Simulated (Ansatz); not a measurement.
1T (CdI2-type) PtTe2, treated with PBE-D4 in Ansatz (PAW).

Run with plane-wave cutoff 520 eV, 12×12×8 k mesh (along the axes of the cell as run), Fermi–Dirac smearing 0.1 eV, perturbation theory, scalar-relativistic PAW data made under PBE.

Computed at the level's own relaxed cell.

Harmonic phonon frequencies (cm⁻¹; i marks an imaginary mode):

```tsv
q point	frequencies
Γ	0 0 0 103 103 155 160 170 170
M	83 87 105 112 114 151 155 163 174
K	80 97 97 106 106 155 155 159 159
```

No imaginary mode appears at these points.

Note: the dispersion coefficients are held fixed in the derivatives.

Ansatz is a first-principles code.
